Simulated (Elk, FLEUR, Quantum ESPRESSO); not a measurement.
## Code comparison for NdIn (Pm-3m, 2 atoms in the cell)

Self-consistent single point.

```
NdIn
1.0
    3.86784     0.00000     0.00000
    0.00000     3.86784     0.00000
    0.00000     0.00000     3.86784
Nd In
1 1
Direct
  0.00000   0.00000   0.00000
  0.50000   0.50000   0.50000
```
Moments meant for the start (each program seeds them in its own way; μB, in the order of the atoms Nd In): 3.0 0.0.

All programs got the same cell, k-point mesh and kind of occupations, and the same starting moments (in Elk's words: spinpol = true; swidth = 0.00367493 Ha); potentials, basis and cutoffs are each program's usual ones.

| code | model | size of the net moment (μB/atom) | cutoff |
|---|---|---|---|
| Elk | PBEsol, all-electron FP-LAPW, Elk's shipped species files, LAPW+lo basis | 1.95 | rgkmax 8 |
| FLEUR | PBEsol, all-electron FLAPW (FLEUR), scalar-relativistic valence | 1.93 | Kmax 4 1/bohr |
| Quantum ESPRESSO | PBEsol, SSSP 1.1.2 efficiency (PBE) pseudopotentials | 1.92 | 55 Ry |

The spread over the programs that give each value: size of the net moment within 0.03 μB/atom.

The starting cell comes from a database of computed structures (which also holds hypothetical and non-ambient phases and stackings), without a prior relaxation at this level. On Elk's run: Spin-orbit coupling is off. With one magnetic atom in the cell only a parallel order is possible. With U or open f shells several self-consistent states can exist. The f electrons are in the valence without U or exact exchange, which can misplace them near the Fermi level. Spin-orbit terms, which matter for f shells, are left out. Values depend on the basis (sphere radii, cutoffs, local orbitals), which need not be converged.

Q: Why do the programs differ, and what cannot be compared?

A: Differences of this kind can come from the potentials, where these differ, and from what each basis and cutoff leave unconverged. The valence holds different numbers of electrons (FLEUR 35, Quantum ESPRESSO 27). The zero of total energies and Fermi levels follows the potentials and each program's conventions, so they are not compared here. Elk and FLEUR treat all electrons, but the usual bases taken here (sphere radii, linearisation, local orbitals, empty states) were not tested for convergence, so the values are no reference for the others. Site moments depend on each program's spheres or projections; the total moment of the cell does not.

Left out of this page: Ansatz (with a known weakness of the program).
